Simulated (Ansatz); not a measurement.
Input:

End structure of the (110) surface of bcc Ta in its 1x1 cell, outermost plane spacing 2.35 Å in the ideal cut:

```yaml
crystal:
  lattice:
    - [2.87436, 0.00000, 0.00000]
    - [-0.95812, 2.70998, 0.00000]
    - [0.00000, 0.00000, 37.50000]
  atoms:
    - { symbol: Ta, position: [0.50000, 0.50000, 0.22088] }
    - { symbol: Ta, position: [0.00000, 0.00000, 0.28079] }
    - { symbol: Ta, position: [0.50000, 0.50000, 0.34339] }
    - { symbol: Ta, position: [0.00000, 0.00000, 0.40598] }
    - { symbol: Ta, position: [0.50000, 0.50000, 0.46865] }
    - { symbol: Ta, position: [0.00000, 0.00000, 0.53135] }
    - { symbol: Ta, position: [0.50000, 0.50000, 0.59402] }
    - { symbol: Ta, position: [0.00000, 0.00000, 0.65661] }
    - { symbol: Ta, position: [0.50000, 0.50000, 0.71921] }
    - { symbol: Ta, position: [0.00000, 0.00000, 0.77912] }
```

Model: 10-atom slab, 21.1 Å thick at the start, 14x14x1 mesh, Fermi-Dirac 0.1 eV, dipole correction, all atoms relaxed; start symmetry kept, larger cells not searched; no spin, no spin-orbit, no U.

### Question
Give the surface energy (mean of both faces) at the level Ansatz (a first-principles code) with PBE.

### Answer
2.37 J/m^2

### Question
What is the computed work function of the top face (PBE)?

### Answer
4.73 eV
